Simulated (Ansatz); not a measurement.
C: Rh on a C site, symmetric start

Consider a 16-atom supercell of C in the graphite type structure (space group P6_3/mmc, No. 194; a = 2.4650 Å, c = 6.7305 Å; layered, stacked along the Cartesian z axis) at its relaxed geometry.

The change: one C atom is replaced by Rh, atoms relaxed at fixed cell.

Computed with PBE-D3(BJ) in Ansatz (plane waves to 420 eV, PAW, no spin-orbit coupling). k-mesh 6×6×6 (Γ-centred); smearing 0.05 eV (Fermi–Dirac).

```csv
quantity,base,changed,shift
energy gained by relaxation,–,10.67 eV,–
mean distance from the defect site to its nearest host atoms,1.42 Å,1.67 Å,+0.25 Å
```

The cell is small, so the values are those of an ordered compound at a high defect concentration; dilute-limit values will differ. The mesh was chosen for an insulator and is coarse for the gapless case. The defect started on the symmetric site and kept its symmetry, so it may sit on a saddle. The final runs are not spin-polarised. The defect cell is not spin-polarised.

Ansatz is an electronic-structure program.
